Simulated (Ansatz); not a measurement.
# Response to strain in SnTe

Take SnTe in the rock salt structure (space group Fm-3m, No. 225; a = 6.235 Å) as the base.

Strains are applied to the cell and any free atomic positions relax.

All numbers come from LDA/PAW in Ansatz (a first-principles code), no spin-orbit coupling.

Notes on the quantities. energy relative to the base: free energy F.

```json
[
 {"case": "base", "volume per atom": "30.30 Å³", "pressure": "0.0 GPa", "energy relative to the base": "0 meV/atom"},
 {"case": "isotropic strain +2.00 %", "volume per atom": "32.15 Å³", "pressure": "___", "energy relative to the base": "+16 meV/atom"},
 {"case": "isotropic strain +2.50 %", "volume per atom": "32.63 Å³", "pressure": "___", "energy relative to the base": "+25 meV/atom"},
 {"case": "isotropic strain +3.00 %", "volume per atom": "33.11 Å³", "pressure": "-3.7 GPa", "energy relative to the base": "___"}
]
```

**Question.** What belongs in the blanks?

**Answer.** 
- isotropic strain +2.00 %, pressure: -2.6 GPa
- isotropic strain +2.50 %, pressure: -3.2 GPa
- isotropic strain +3.00 %, energy relative to the base: +35 meV/atom

Stability against distortions was not tested. The final runs are not spin-polarised.
